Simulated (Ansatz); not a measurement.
A computed series for GaN: response to strain

Start from GaN in the zinc blende structure (space group F-43m, No. 216; a = 4.455 Å). Axes: x, y, z lie along the cube axes.

Strains are applied to the cell and any free atomic positions relax.

Calculations: LDA/PAW in Ansatz (an electronic-structure program), scalar-relativistic without spin-orbit coupling.

Notes on the quantities. energy relative to the base: free energy F.

```
change                            band gap  volume per atom  energy relative to the base
------------------------------  ----------  ---------------  ---------------------------
base                               1.96 eV         11.06 Å³                   0 meV/atom
uniaxial strain ε_zz = −3.00 %  (withheld)         10.72 Å³                   (withheld)
uniaxial strain ε_zz = −2.50 %     2.04 eV         10.78 Å³                +6.3 meV/atom
uniaxial strain ε_zz = −2.00 %  (withheld)         10.83 Å³                   (withheld)
uniaxial strain ε_zz = −1.50 %     2.01 eV         10.89 Å³                +2.2 meV/atom
uniaxial strain ε_zz = −1.00 %     1.99 eV         10.94 Å³                +1.0 meV/atom
uniaxial strain ε_zz = +1.00 %     1.87 eV         11.17 Å³                +1.0 meV/atom
uniaxial strain ε_zz = +1.50 %     1.83 eV         11.22 Å³                +2.2 meV/atom
uniaxial strain ε_zz = +2.50 %     1.75 eV         11.33 Å³                +6.1 meV/atom
uniaxial strain ε_zz = +3.00 %     1.71 eV         11.39 Å³                +8.8 meV/atom
```

### Question
Fill in the withheld entries from the trend.

### Answer

- uniaxial strain ε_zz = −3.00 %, band gap: 2.06 eV
- uniaxial strain ε_zz = −3.00 %, energy relative to the base: +9.1 meV/atom
- uniaxial strain ε_zz = −2.00 %, band gap: 2.02 eV
- uniaxial strain ε_zz = −2.00 %, energy relative to the base: +4.0 meV/atom

No phonon test of stability was made. This is not the structure that GaN has at room temperature and ambient pressure.
